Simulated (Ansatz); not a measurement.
Band structure of ScAl (Cmcm, 4 atoms in the cell).

```
ScAl
1.0
    2.16967    -5.26545     0.00000
    2.16967     5.26545     0.00000
    0.00000     0.00000     3.78223
Sc Al
2 2
Cartesian
  2.16967  -3.84041   0.94556
  2.16967   3.84041   2.83667
  2.16967  -0.88986   0.94556
  2.16967   0.88986   2.83667
```

Method of the run: PBEsol, PAW files made with PBE (plane waves; Ansatz, a first-principles code).

Settings: kpoints.mp_grid.grid = 6 6 6; hamiltonian.xc = pbesol; hamiltonian.pseudopotentials = {kind: paw} (an earlier, softer set of the program's PAW files); scf.occupations.method = fermi_dirac; scf.occupations.width = 0.0073 Ry; kpoints.band_path.npoints = 8.

The starting cell comes from a database of computed structures (which also holds hypothetical and non-ambient phases and stackings), without a prior relaxation at this level. Its lattice was rescaled by a random factor within 2.5 % of one.

Levels in eV from the Fermi level, bands 11 to 17:
| point | 11 | 12 | 13 | 14 | 15 | 16 | 17 |
|---|---|---|---|---|---|---|---|
| Γ | -1.77 | -0.71 | -0.27 | 0.36 | 0.87 | 1.04 | 1.95 |
| X | -3.58 | -0.69 | -0.62 | 0.06 | 1.15 | 1.33 | 1.73 |
| S | -2.46 | -2.07 | -0.35 | 0.09 | 1.10 | 1.20 | 1.88 |
| R | -1.72 | -1.72 | -0.94 | -0.94 | -0.10 | -0.10 | 2.14 |
| A | -1.86 | -1.86 | -1.22 | -1.22 | 0.31 | 0.31 | 1.97 |
| Z | -1.07 | -1.07 | -0.57 | -0.57 | -0.35 | -0.35 | 2.55 |
| Y | -0.68 | -0.53 | 0.05 | 0.39 | 0.64 | 1.24 | 1.53 |
| X1 | -3.58 | -0.69 | -0.62 | 0.06 | 1.15 | 1.33 | 1.73 |
| A1 | -1.86 | -1.86 | -1.22 | -1.22 | 0.31 | 0.31 | 1.97 |
| T | -2.64 | -2.64 | -0.22 | -0.22 | 0.48 | 0.48 | 1.60 |

Bands cross the Fermi level along this path, so the cell is metallic at this level.

Keys are those of Ansatz 0.2.
